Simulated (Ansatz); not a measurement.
Consider GeS in the GeS type structure (space group Pnma, No. 62; a = 10.6609 Å, b = 3.6812 Å, c = 4.3557 Å; layered, stacked along the Cartesian x axis).

The change: cell and atoms relaxed at a pressure of 0.9 GPa.

Levels (all Ansatz, a program for electronic structure, PAW): PBE-D3(BJ) (420 eV, without spin-orbit coupling); HSE06 (420 eV, no spin-orbit coupling); PBE+SOC (420 eV, with spin-orbit coupling).

One geometry, relaxed with PBE-D3(BJ), under each level:

| level | band gap | lowest conduction level above the VBM at special points |
|---|---|---|
| PBE-D3(BJ) | 1.18 eV | Γ 1.18 eV; Y 1.57 eV; U 1.70 eV |
| HSE06 | 1.73 eV | Γ 1.73 eV; Y 2.14 eV; U 2.29 eV |
| PBE+SOC | 1.18 eV | Γ 1.18 eV; Y 1.56 eV; U 1.70 eV; Z 1.71 eV |

Single points use the geometry relaxed with PBE-D3(BJ). HSE06 gaps are upper bounds (no full band path). Differences between runs with and without spin-orbit coupling are approximate. Load acts through the strain it causes; cell and atoms are relaxed under it. Whether these cells are dynamically stable was not tested. The program warned that a D3 coordination switch lies within reach, so dispersion energies are less smooth here.
